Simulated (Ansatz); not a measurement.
The parent structure is HgSe in the zinc blende structure (space group F-43m, No. 216; a = 6.133 Å).

Computed with PBEsol, PAW, 420 eV (Ansatz, a quantum-chemistry and plane-wave program; no SOC).

One change was made to it. Results:

The band gap is still zero; the shortest interatomic distance rises by 0.308 bohr to 5.327 bohr.

### Question
Which change produced these results?
A) Hg → Pb
B) Hg → Tl
C) Se → Te
D) Hg → Pt

### Answer
C, Se → Te. For comparison, the shortest interatomic distance in the other runs: Hg → Pt gives 4.593 bohr; Hg → Pb gives 5.551 bohr; Hg → Tl gives 5.399 bohr.

With Hg, Pb and Te present, leaving out spin-orbit coupling can change the band edges. Whether these cells are dynamically stable was not tested. As relaxed here, PtSe, PbSe and TlSe are hypothetical phases, not in the database extracts checked. The final runs are not spin-polarised. An odd electron count without spin: TlSe. PtSe has a high density of states at the Fermi level and may be magnetic at this level. The zero or small gap of HgTe and HgSe can change with the level of theory.
